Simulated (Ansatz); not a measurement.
Defect: interstitial Cl in beta Ga2O3, charge state -1. The step: a concerted move, in which Cl travels most; the atom moves 1.73 Å along (0.01, 0.50, 0.14) of the unit cell; the moving atom starts with neighbours Ga at 2.40, 2 Ga at 2.46, 2 Ga at 2.77, Ga at 2.79; O at 2.39, 2 O at 2.56, 2 O at 2.69, O at 2.90, O at 3.00 Å and ends with Ga at 2.40, 2 Ga at 2.46, 2 Ga at 2.77, Ga at 2.79; O at 2.39, 2 O at 2.56, 2 O at 2.69, O at 2.90, O at 3.00 Å. DFT values are from Ansatz (plane-wave PAW, 420 eV unless said) in a cell of 120 host sites, spin-restricted, static, with no finite-size correction. The charge state is imposed; whether it is stable for some Fermi level was not computed. Sites that were not tried may lie lower. For the PBE band: the saddle point's order was not checked, and it lies on a symmetry element of the cell, where a band can be held.

```json
[
 {"Level": "CHGNet universal potential (has no charge state), its own band", "Forward barrier (eV)": "0.00", "Cost of the band or of the saddle's single point": "-"},
 {"Level": "PBE, the Γ point alone, band relaxed", "Forward barrier (eV)": "0.13", "Cost of the band or of the saddle's single point": "about 20 core-minutes (a rough figure)"},
 {"Level": "PBE, a 2×2×2 k-point mesh shifted by half a step, same geometries", "Forward barrier (eV)": "0.17", "Cost of the band or of the saddle's single point": "very roughly 8 core-minutes"},
 {"Level": "r2SCAN at 500 eV, the Γ point alone, same geometries", "Forward barrier (eV)": "0.16", "Cost of the band or of the saddle's single point": "very roughly 2.1 core-minutes"}
]
```

Ansatz is a program for electronic structure.
